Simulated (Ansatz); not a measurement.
The parent structure is a 20-atom supercell of WC (space group P-6m2, No. 187; a = 2.899 Å, c = 2.828 Å) at its relaxed geometry.

The values are results of PBEsol (Ansatz, an electronic-structure program, PAW, no spin-orbit coupling), earlier PAW set, not measurements.

Base values:

- Pressure = 0.0 GPa

One thing is altered: a neutral W on a C site (antisite), atoms relaxed at fixed cell, starting from a slightly rattled geometry.

Tabulated Pauling electronegativity and covalent radius: C 2.55, 0.76 Å; W 2.36, 1.62 Å.

How does this affect the shift of the substituted atom off its lattice site?

The shift of the substituted atom off its lattice site comes out as 0.84 Å.

How does this affect the pressure?

The pressure goes from zero to 33.5 GPa.

In so small a cell the defect repeats every few ångströms: this is an ordered compound, not a dilute defect. The final runs are not spin-polarised. The defect cell is not spin-polarised.
